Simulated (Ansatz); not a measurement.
Thickness series in hypothetical zinc blende HgO

The parent structure is HgO in the zinc blende structure (space group F-43m, No. 216; a hypothetical phase, not in the database extracts checked).

```yaml
crystal:
  lattice:
    - [0.00000, 2.59806, 2.59806]
    - [2.59806, 0.00000, 2.59806]
    - [2.59806, 2.59806, 0.00000]
  atoms:
    - { symbol: O, position: [0.75000, 0.75000, 0.75000] }
    - { symbol: Hg, position: [0.00000, 0.00000, 0.00000] }
```

Cartesian axes are those of the cell as printed.

Free-standing slabs (2 atom(s) a layer) normal to [110] with 15 Å of vacuum; in-plane cell held at bulk.

Calculations: DFT with PBEsol, PAW potentials and a 420 eV plane-wave cutoff in Ansatz (a program for electronic structure), no spin-orbit coupling, earlier PAW set.

Notes on the quantities. layer's space group: with vacuum; excess energy per area of both faces: slab less bulk energy over the cell's area: twice a surface energy; uncertain by up to 0.1 J/m².

```json
[
 {"change": "base", "gap character": "–", "layer's space group": "–", "band gap": "zero", "excess energy per area of both faces": "–", "thickness between the outermost nuclei": "–"},
 {"change": "1 layer", "gap character": "indirect, U → Γ", "layer's space group": "Pmm2 (No. 25)", "band gap": "1.87 eV", "excess energy per area of both faces": "–", "thickness between the outermost nuclei": "–"},
 {"change": "2 layers", "gap character": "indirect, k = (0.462, 0.222, 0) in the run's primitive reciprocal basis → Γ", "layer's space group": "Pmn2_1 (No. 31)", "band gap": "1.77 eV", "excess energy per area of both faces": "0.67 J/m²", "thickness between the outermost nuclei": "1.69 Å"},
 {"change": "3 layers", "gap character": "direct at Γ", "layer's space group": "Pmm2 (No. 25)", "band gap": "1.01 eV", "excess energy per area of both faces": "0.80 J/m²", "thickness between the outermost nuclei": "3.59 Å"},
 {"change": "4 layers", "gap character": "direct at Γ", "layer's space group": "Pmn2_1 (No. 31)", "band gap": "0.25 eV", "excess energy per area of both faces": "0.8 J/m²", "thickness between the outermost nuclei": "5.52 Å"},
 {"change": "5 layers", "gap character": "direct at Γ", "layer's space group": "Pmm2 (No. 25)", "band gap": "___", "excess energy per area of both faces": "0.8 J/m²", "thickness between the outermost nuclei": "7.25 Å"},
 {"change": "6 layers", "gap character": "direct at Γ", "layer's space group": "Pmn2_1 (No. 31)", "band gap": "0.22 eV", "excess energy per area of both faces": "0.8 J/m²", "thickness between the outermost nuclei": "9.10 Å"},
 {"change": "7 layers", "gap character": "direct at Γ", "layer's space group": "Pmm2 (No. 25)", "band gap": "0.19 eV", "excess energy per area of both faces": "0.8 J/m²", "thickness between the outermost nuclei": "10.91 Å"}
]
```

### Question
Some entries are withheld; estimate them.

### Answer

- 5 layers, band gap: 0.30 eV

The excess energy carries the mismatch between the slab's and the bulk's meshes. With Hg present, leaving out spin-orbit coupling can change the band edges. No phonon test of stability was made. The final runs are not spin-polarised. The zero or small gap of HgO can change with the level of theory. Labels are those of the standard path for the cell's own space group.
